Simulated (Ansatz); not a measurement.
Cu₃Sn (space group Pmmn, No. 59)

Space group Pmmn, origin choice 1 (No. 59); a = 4.2641 Å, b = 5.4256 Å, c = 4.7748 Å, α = 90.00°, β = 90.00°, γ = 90.00°

```
atom  site  symmetry       x       y       z
----  ----  --------  ------  ------  ------
Cu      2b       mm2  0.5000  0.0000  0.2988
Cu      4e       m..  0.0000  0.2472  0.1548
Sn      2a       mm2  0.0000  0.0000  0.6560
```

Calculations: Kohn–Sham DFT with the PBEsol functional, run in Ansatz (an electronic-structure program) with PAW and 420 eV plane waves, no SOC, earlier PAW set. Γ-centred 11×9×10 mesh, Fermi–Dirac width 0.05 eV.

```json
{
 "volume_per_atom": "13.81 Å³",
 "density": "9.30 g/cm³",
 "band_gap": "zero",
 "total_energy": "-6429.060 eV/atom (σ→0; compares only within this code and set-up)"
}
```

Whether these cells are dynamically stable was not tested. All final runs are without spin polarisation.
